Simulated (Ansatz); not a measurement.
## Effect of biaxial strain −1.67 %, plane normal [111], relaxed out of plane on BeS

Start from BeS in the zinc blende structure (space group F-43m, No. 216; a = 4.869 Å). Axes: x, y, z lie along the cube axes.

Perturbation: biaxial strain −1.67 %, plane normal [111], relaxed out of plane (Cartesian); in-plane vectors clamped, the third vector and the atoms free.

The values are results of Ansatz (a quantum-chemistry and plane-wave program) r2SCAN, without spin-orbit coupling, not measurements. k-mesh 12×12×12 (Γ-centred); smearing 0.05 eV (Fermi–Dirac).

```tsv
quantity	base	changed	shift
space group	F-43m (No. 216)	R3m (No. 160)	–
shortest interatomic distance	2.108 Å	2.083 Å	-0.025 Å
energy relative to the base (free energy F)	0 meV/atom	+6.2 meV/atom	+6.2 meV/atom
band gap	3.59 eV	3.45 eV	-0.14 eV
gap character	–	indirect, Γ → F	–
valence-band top at Γ (three highest levels, from the VBM)	0.00, 0.00, 0.00 eV	0.00, 0.00, -0.20 eV	–
out-of-plane strain	–	+0.62 %	–
ratio −ε⊥/ε∥	–	0.37	–
mean in-plane stress (compression positive)	–	+4.3 GPa	–
```

Stability against distortions was not tested. k-point labels follow each cell's own Brillouin zone.
